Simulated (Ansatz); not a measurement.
**Pd2Ge (space group P-62m, No. 189; a cell from a computed database, its experimental status unchecked)**

```cif
data_Ge3Pd6
_chemical_formula_sum 'Ge3 Pd6'
_space_group_name_H-M_alt 'P 1'
_space_group_IT_number 1
_cell_length_a 6.69029
_cell_length_b 6.69029
_cell_length_c 3.41651
_cell_angle_alpha 90.000
_cell_angle_beta 90.000
_cell_angle_gamma 120.000
loop_
_space_group_symop_operation_xyz
  'x, y, z'
loop_
_atom_site_label
_atom_site_type_symbol
_atom_site_fract_x
_atom_site_fract_y
_atom_site_fract_z
_atom_site_occupancy
Ge1 Ge 0.66667 0.33333 0.00000 1
Ge2 Ge 0.33333 0.66667 0.00000 1
Ge3 Ge 0.00000 0.00000 0.50000 1
Pd1 Pd 0.60924 0.00000 0.50000 1
Pd2 Pd 0.39076 0.39076 0.50000 1
Pd3 Pd 0.00000 0.60924 0.50000 1
Pd4 Pd 0.00000 0.26995 0.00000 1
Pd5 Pd 0.26995 0.00000 0.00000 1
Pd6 Pd 0.73005 0.73005 0.00000 1
```

The values are results of Kohn–Sham DFT with the PBEsol functional, run in Ansatz (a first-principles code) with PAW and 420 eV plane waves, no SOC, earlier PAW set, not measurements. Γ-centred 8×8×14 mesh, Fermi–Dirac width 0.05 eV.

The volume per atom is 14.72 Å³ and the density comes out as 10.74 g/cm³. The band gap is zero and the total energy comes out as -6022.887 eV/atom (σ→0; compares only within this code and set-up).

Whether these cells are dynamically stable was not tested. The final runs are not spin-polarised.
